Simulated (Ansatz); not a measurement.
System: double-hcp Nd. Method: LDA (Ansatz, an electronic-structure program, PAW).

Settings: plane-wave cutoff 520 eV, 18×18×6 k mesh (along the axes of the cell as run), Fermi–Dirac smearing 0.05 eV, spin-polarised with parallel moments, scalar-relativistic PAW data made under PBE.

Cell (relaxed at this level):

```
CELL_PARAMETERS angstrom
      1.62073    -2.80719     0.00000
      1.62073     2.80719     0.00000
      0.00000     0.00000    10.51903
ATOMIC_POSITIONS crystal
  Nd 0.00000 0.00000 0.50000
  Nd 0.00000 0.00000 0.00000
  Nd 0.33333 0.66667 0.25000
  Nd 0.66667 0.33333 0.75000
```
Starting moments (μB, in the order of the record's atoms Nd Nd Nd Nd): 3.0 3.0 3.0 3.0.

Question: Estimate the bulk modulus and pressure derivative B′ of the bulk modulus that the calculation returns.

Answer: 
- bulk modulus = 25.4 GPa
- pressure derivative B′ of the bulk modulus = 2.8

The run finds no gap.

Note: the magnetic order was assumed, not searched for or taken from measurement; the 4f shell is treated without U or exact exchange, so its levels and filling can be wrong; the volume lies 30 % below that of the published cell; the bulk modulus comes from volumes at which shape and atoms were relaxed.

Spin–orbit coupling is not included.

The computed numbers hold no vibrational or temperature effects.
